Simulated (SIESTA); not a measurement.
**SIESTA run on LaAl2BRu2 (P4/mmm, 6 atoms in the cell): self-consistent single point**

Level of theory: GGA PBEsol, numerical atomic orbitals DZP, PseudoDojo PBEsol standard norm-conserving potentials (rewritten from UPF to PSML) (SIESTA).

Input as run:

```
# files in the folder: La.psml Al.psml B.psml Ru.psml (PseudoDojo PBEsol standard)
SystemName  LaAl2BRu2
SystemLabel LaAl2BRu2

NumberOfAtoms                6
NumberOfSpecies              4
%block ChemicalSpeciesLabel
  1 57 La
  2 13 Al
  3 5 B
  4 44 Ru
%endblock ChemicalSpeciesLabel
LatticeConstant              4.229350 Ang
%block LatticeVectors
     1.000000000    0.000000000    0.000000000
     0.000000000    1.000000000    0.000000000
     0.000000000    0.000000000    1.342977053
%endblock LatticeVectors
AtomicCoordinatesFormat      ScaledCartesian
%block AtomicCoordinatesAndAtomicSpecies
     0.000000000    0.000000000    0.671488527  1
     0.500000000    0.500000000    1.001551997  2
     0.500000000    0.500000000    0.341425056  2
     0.000000000    0.000000000    0.000000000  3
     0.500000000    0.000000000    0.000000000  4
     0.000000000    0.500000000    0.000000000  4
%endblock AtomicCoordinatesAndAtomicSpecies

XC.functional                GGA
XC.authors                   PBEsol
PAO.BasisSize                DZP
PAO.EnergyShift              0.01 Ry
MeshCutoff                   350 Ry
%block kgrid.MonkhorstPack
    5   0   0  0.0
    0   5   0  0.0
    0   0   4  0.0
%endblock kgrid.MonkhorstPack
OccupationFunction           MP
OccupationMPOrder            0
ElectronicTemperature        50.0 meV

MaxSCFIterations             150
SCF.Mixer.Method             Pulay
SCF.Mixer.Weight             0.25
SCF.Mixer.History            6
SCF.DM.Tolerance             1.0E-04
Diag.ParallelOverK           true
WriteForces                  true
```

Log, with long lists cut:

```
reinit: Reading from file input.fdf

reinit: System Name: LaAl2BRu2
reinit: System Label: LaAl2BRu2

coor:   Atomic-coordinates input format  =     Cartesian coordinates
coor:                                          (in units of alat)

siesta: Atomic coordinates (Bohr) and species
siesta:      0.00000   0.00000   5.36675  1        1
siesta:      3.99616   3.99616   8.00472  2        2
siesta:      3.99616   3.99616   2.72878  2        3
siesta:      0.00000   0.00000   0.00000  3        4
siesta:      3.99616   0.00000   0.00000  4        5
siesta:      0.00000   3.99616   0.00000  4        6

siesta: System type = bulk

initatomlists: Number of atoms, orbitals, and projectors:      6    96   112

siesta: ******************** Simulation parameters ****************************
redata: Spin configuration                          = none
redata: Time-Reversal Symmetry                      = T
redata: Number of Atomic Species                    =        4
redata: Mesh Cutoff                                 =   350.0000 Ry
redata: Net charge of the system                    =     0.0000 |e|
redata: Min. number of SCF Iter                     =        0
redata: Max. number of SCF Iter                     =      150
redata: SCF convergence failure will abort job
redata: SCF mix quantity                            = Hamiltonian
redata: Mix DM or H after convergence               =   F
redata: Recompute H after scf cycle                 =   F
redata: Mix DM in first SCF step                    =   T
redata: No kicks to SCF
redata: DM Mixing Weight for Kicks                  =     0.5000
redata: Require Harris convergence for SCF          =   F
redata: Harris energy tolerance for SCF             =     0.000100 eV
redata: Require DM convergence for SCF              =   T
redata: DM tolerance for SCF                        =     0.000100
redata: Require EDM convergence for SCF             =   F
redata: EDM tolerance for SCF                       =     0.001000 eV
redata: Require H convergence for SCF               =   T
redata: Hamiltonian tolerance for SCF               =     0.001000 eV
redata: Require (free) Energy convergence for SCF   =   F
redata: (free) Energy tolerance for SCF             =     0.000100 eV
redata: Using DFT-D3 dispersion                     =   F
redata: Using Saved Data (generic)                  =   F
redata: Method of Calculation                       = Diagonalization
redata: Electronic Temperature                      =   580.2259 K
redata: Number of TDED substeps                     =        3
redata: Dynamics option                             = Single-point calculation
redata: Save all siesta data in one NC              =   F
redata: ***********************************************************************

%block SCF.Mixers
  Pulay
%endblock SCF.Mixers

%block SCF.Mixer.Pulay
  # Mixing method
  method pulay
  variant stable

  # Mixing options
  weight 0.2500
  weight.linear 0.2500
  history 6
%endblock SCF.Mixer.Pulay

DM_history_depth set to one: no extrapolation allowed by default for geometry relaxation
Size of DM history Fstack: 1
Total number of electrons:    52.000000
Total ionic charge:    52.000000

* ProcessorY, Blocksize:    1  64

* Orbital distribution balance (max,min):    96    96

k-point displ. along   3 input, could be:     0.00    0.50
 Kpoints in:           60 . Kpoints trimmed:           53

siesta: k-grid: Number of k-points = 53
siesta: k-points from Monkhorst-Pack grid
siesta: k-cutoff (effective) =    10.573 Ang
siesta: k-point supercell and displacements
siesta: k-grid:     5     0     0      0.000
siesta: k-grid:     0     5     0      0.000
siesta: k-grid:     0     0     4      0.000

diag: Algorithm                                     = D&C
diag: Parallel over k                               =   F
diag: Use parallel 2D distribution                  =   F
diag: Parallel block-size                           = 64
diag: Parallel distribution                         =     1 x     1
diag: Used triangular part                          = Lower
diag: Absolute tolerance                            =  0.100E-15
diag: Orthogonalization factor                      =  0.100E-05
diag: Memory factor                                 =  1.0000

superc: Internal auxiliary supercell:     5 x     5 x     5  =     125
superc: Number of atoms, orbitals, and projectors:    750  12000  14000

                        Single-point calculation

superc: Internal auxiliary supercell:     5 x     5 x     5  =     125
superc: Number of atoms, orbitals, and projectors:    750  12000  14000

outcell: Unit cell vectors (Ang):
        4.229350    0.000000    0.000000
        0.000000    4.229350    0.000000
        0.000000    0.000000    5.679920

outcell: Cell vector modules (Ang)   :    4.229350    4.229350    5.679920
outcell: Cell angles (23,13,12) (deg):     90.0000     90.0000     90.0000
outcell: Cell volume (Ang**3)        :    101.5990
new_DM -- step:     1
Initializing Density Matrix...

Attempting to read DM from file... Failed...
DM filled with atomic data:

InitMesh: MESH = 48 x 48 x 64 = 147456
InitMesh: Mesh cutoff (required, used) =   350.000   350.895 Ry

stepf: Methfessel-Paxton step function
       Using Hermite-Gauss polynomials of order  0

        iscf     Eharris(eV)        E_KS(eV)     FreeEng(eV)     dDmax    Ef(eV) dHmax(eV)
   scf:    1    -6469.024658    -6606.669236    -6606.677176  1.638694 -3.375789 29.866850
   scf:    2    -6517.337238    -6629.828707    -6629.835680  0.609293 -5.498873 20.557111
   scf:    3    -6669.490765    -6659.194676    -6659.199478  0.327836 -5.051885  3.765119
   scf:    4    -6659.342509    -6660.057745    -6660.062130  0.150065 -5.012889  1.938526
   scf:    5    -6659.850210    -6660.190051    -6660.197136  0.056824 -5.110832  0.874609
   scf:    6    -6660.252216    -6660.274658    -6660.280761  0.039965 -5.102296  0.299116
   [... 2 lines left out ...]
   scf:    9    -6660.278890    -6660.280010    -6660.286532  0.002910 -5.123894  0.063855
   scf:   10    -6660.280611    -6660.280450    -6660.286914  0.001958 -5.123028  0.005271
   scf:   11    -6660.280462    -6660.280457    -6660.286917  0.000229 -5.123079  0.001091
   scf:   12    -6660.280450    -6660.280454    -6660.286917  0.000101 -5.123329  0.000241
   scf:   13    -6660.280456    -6660.280455    -6660.286917  0.000013 -5.123358  0.000101

SCF Convergence by DM+H criterion
max |DM_out - DM_in|         :     0.0000125758
max |H_out - H_in|      (eV) :     0.0001008161
SCF cycle converged after 13 iterations

Using DM_out to compute the final energy and forces

siesta: E_KS(eV) =            -6660.2805

siesta: E_KS - E_eggbox =     -6660.2805

siesta: Atomic forces (eV/Ang):
     1    0.000000    0.000000    0.000000
     2   -0.000000   -0.000000    0.089978
     3   -0.000000   -0.000000   -0.089978
     4   -0.000000   -0.000000    0.000000
     5   -0.000000    0.000000   -0.000000
     6   -0.000000    0.000000   -0.000000
   Tot   -0.000000    0.000000    0.000000
   Max    0.089978
   Res    0.029993    sqrt( Sum f_i^2 / 3N )
   Max    0.089978    constrained

Stress tensor Voigt[x,y,z,yz,xz,xy] (kbar):       50.14       50.14       18.68       -0.00        0.00        0.00
(Free)E + p*V (eV/cell)    -6662.8015
Target enthalpy (eV/cell)    -6660.2869

siesta: Program's energy decomposition (eV):
siesta: Ebs     =     -1319.115613
siesta: Eions   =     10355.142737
siesta: Ena     =      2196.010633
siesta: Ekin    =      2088.034667
siesta: Enl     =       550.537304
siesta: Eso     =         0.000000
siesta: Edftu   =         0.000000
siesta: DEna    =        98.911770
siesta: DUscf   =         3.441732
siesta: DUext   =         0.000000
siesta: Ex      =     -1145.360556
siesta: Ec      =       -96.713268
siesta: Exc     =     -1242.073824
siesta: Eharris =     -6660.280456
siesta: Etot    =     -6660.280455
siesta: FreeEng =     -6660.286917

siesta: Atomic forces (eV/Ang):
siesta:      1    0.000000    0.000000    0.000000
siesta:      2   -0.000000   -0.000000    0.089978
siesta:      3   -0.000000   -0.000000   -0.089978
siesta:      4   -0.000000   -0.000000    0.000000
siesta:      5   -0.000000    0.000000   -0.000000
siesta:      6   -0.000000    0.000000   -0.000000
siesta: ----------------------------------------
siesta:    Tot   -0.000000    0.000000    0.000000

siesta: Stress tensor (static) (eV/Ang**3):
siesta:     0.031294   -0.000000    0.000000
siesta:     0.000000    0.031294   -0.000000
siesta:     0.000000   -0.000000    0.011661

siesta: Cell volume =        101.599009 Ang**3

siesta: Pressure (static):
siesta:                Solid            Molecule  Units
siesta:          -0.00026956         -0.00027853  Ry/Bohr**3
siesta:          -0.02474968         -0.02557387  eV/Ang**3
siesta:         -39.65335611        -40.97385634  kBar
```

The run converged in 13 iterations.

The starting cell comes from a database of computed structures (which also holds hypothetical and non-ambient phases and stackings), without a prior relaxation at this level. Spin polarisation is off. Values carry the incompleteness of an atom-centred basis. With a pressure of about -4 GPa the cell is away from its equilibrium volume at this level.

Cost on one core of a shared machine: roughly 2 min.
